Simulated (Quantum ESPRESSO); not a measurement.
Quantum ESPRESSO is run on SrMg₅ (Amm2, 6 atoms in the cell), and the run fails. The aim is a self-consistent single point with DFT, PBEsol, plane waves, GBRV 1.5 ultrasoft (PBESOL) pseudopotentials.

Input:

```fortran
&control
  calculation = 'scf',
  prefix = 'SrMg5',
  outdir = './out',
  pseudo_dir = './',
  tprnfor = .true.,
  tstress = .true.,
/
&system
  ibrav = 0,
  nat = 6,
  ntyp = 2,
  ecutwfc = 40,
  ecutrho = 200,
  occupations = 'smearing',
  smearing = 'methfessel-paxton',
  degauss = 0.0099958,
/
&electrons
  conv_thr = 1.0d-10,
  mixing_beta = 0.4,
/
ATOMIC_SPECIES
Sr    87.6200  sr_pbe_v1.uspp.F.UPF
Mg    24.3050  mg_pbesol_v1.4.uspp.F.UPF
ATOMIC_POSITIONS alat
Sr    0.0000000000    0.0000000000    0.7441406898
Mg    0.5000000000    0.0000000000    0.0073443802
Mg    0.5000000000    0.0000000000    2.1719488470
Mg    0.5000000000    0.0000000000    1.1920468141
Mg    0.0000000000    0.0000000000    3.0324204769
Mg    0.0000000000    0.0000000000    1.8360950560
K_POINTS automatic
4 6 6  1 1 1
CELL_PARAMETERS bohr
  10.0452360579     0.0000000000     0.0000000000
   0.0000000000     3.3136158623    16.9211084973
   0.0000000000    -3.3136158623    16.9211084973
```

Output (repeated stretches shortened):

```
          10           3

 %%%%%%%%%%%%%%%%%%%%%%%%%%%%%%%%%%%%%%%%%%%%%%%%%%%%%%%%%%%%%%%%%%%%%%%%%%%%%%
     Error in routine set_dft_from_name (4):
      conflicting values for igcx
 %%%%%%%%%%%%%%%%%%%%%%%%%%%%%%%%%%%%%%%%%%%%%%%%%%%%%%%%%%%%%%%%%%%%%%%%%%%%%%

     stopping ...
```

### Question
Read the log: what does the program object to, and what is the fix?

### Answer
The fault is potentials made for another functional; here the program stops on it instead of giving results. To fix it, use potentials made for the functional of the run. The program stopped before any SCF iteration.

An input that runs soundly differs in these lines (not the only fix; some lines may just follow from the change or write a value another way):
```diff
-Sr    87.6200  sr_pbe_v1.uspp.F.UPF
+Sr    87.6200  sr_pbesol_v1.uspp.F.UPF
```

With that input, the run converged in 13 iterations: free energy E − TS -9464.3476 eV; Fermi level (on the code's own zero) 5.29 eV; pressure -0.77 GPa; largest force (vector length) 0.098 eV/Å (DFT, PBEsol, plane waves, GBRV 1.5 ultrasoft (PBESOL) pseudopotentials).

On the sound input: the starting cell comes from a database of computed structures (which also holds hypothetical and non-ambient phases and stackings), without a prior relaxation at this level.
